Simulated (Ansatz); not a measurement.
System: GeSiO₃ (model structure, started from the PbTiO3 type, P4mm, No. 99, 5 atoms in the cell). Method: LDA (Ansatz, a program for electronic structure, plane waves, PAW).

Settings: plane-wave cutoff 520 eV, 10×10×8 k mesh (along the axes of the cell as run), Fermi–Dirac smearing 0.01 eV, scalar-relativistic PAW data made under PBE.

Cell (relaxed at this level):

```cif
data_GeO3Si
_chemical_formula_sum 'Si1 Ge1 O3'
_space_group_name_H-M_alt 'P 1'
_space_group_IT_number 1
_cell_length_a 3.38974
_cell_length_b 3.38974
_cell_length_c 4.28256
_cell_angle_alpha 90.000
_cell_angle_beta 90.000
_cell_angle_gamma 90.000
loop_
_space_group_symop_operation_xyz
  'x, y, z'
loop_
_atom_site_label
_atom_site_type_symbol
_atom_site_fract_x
_atom_site_fract_y
_atom_site_fract_z
_atom_site_occupancy
Si1 Si 0.50000 0.50000 0.60092 1
Ge1 Ge 0.00000 0.00000 0.14629 1
O1 O 0.00000 0.50000 0.48274 1
O2 O 0.50000 0.00000 0.48274 1
O3 O 0.50000 0.50000 0.97750 1
```

### Question
Estimate the band gap, smallest direct gap on the k points sampled and Γ–Γ gap that the calculation returns.

### Answer

- band gap = 1.63 eV (indirect)
- smallest direct gap on the k points sampled = 2.43 eV
- Γ–Γ gap = 4.91 eV

Note: the relaxation could raise the start's symmetry but not lower it, so the cell can be a saddle point.

Spin–orbit coupling is not included.

Static lattice: no zero-point or thermal effects.

Cost on a shared machine: around 23 core-seconds (rough).

A model structure was made by putting elements into a prototype or built by hand; it is no filed structure, need not be a known phase, and can be a saddle point held by its symmetry.
